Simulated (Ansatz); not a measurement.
## What strain tensor (xx, yy, zz, yz, xz, xy) = (−0.74, +1.81, +0.24, +0.57, +0.31, +0.73) % does to WC

The reference is WC (space group P-6m2, No. 187; a = 2.9131 Å, c = 2.8358 Å; relaxed with 0.1 eV smearing). Axes: x lies along a and z along c of the hexagonal cell.

Modification: the symmetric strain tensor [-0.0074 0.0072 0.0030; 0.0072 0.0181 0.0057; 0.0030 0.0057 0.0024]; the atoms relax in the strained cell.

Method: r2SCAN in Ansatz (plane waves to 500 eV, PAW, scalar-relativistic without spin-orbit coupling), earlier PAW set. Settings: 23×23×20 k-points, 0.1 eV Fermi–Dirac smearing.

```tsv
quantity	base	changed	shift
volume per atom	10.42 Å³	10.55 Å³	+0.13 Å³
space group	P-6m2 (No. 187)	P1 (No. 1)	–
energy relative to the base (free energy F)	0 meV/atom	+11 meV/atom	+11 meV/atom
pressure (mean of the normal stresses, compression positive)	0.0 GPa	-4.8 GPa	-4.8 GPa
band gap	zero	zero	–
stress (xx, yy, zz, yz, xz, xy; compression positive)	–	(1.1, -11.4, -4.1, -3.3, -1.8, -3.3) GPa	–
```

Final structure:

```yaml
crystal:
  lattice:
    - [2.89153, 0.02112, 0.00888]
    - [-1.42747, 2.55791, 0.00981]
    - [0.00865, 0.01602, 2.84265]
  atoms:
    - { symbol: W, position: [0.00007, 0.99876, 0.00010] }
    - { symbol: C, position: [0.66659, 0.33457, 0.49990] }
```

Stability against distortions was not tested. All final runs are without spin polarisation.

Ansatz is a first-principles code.
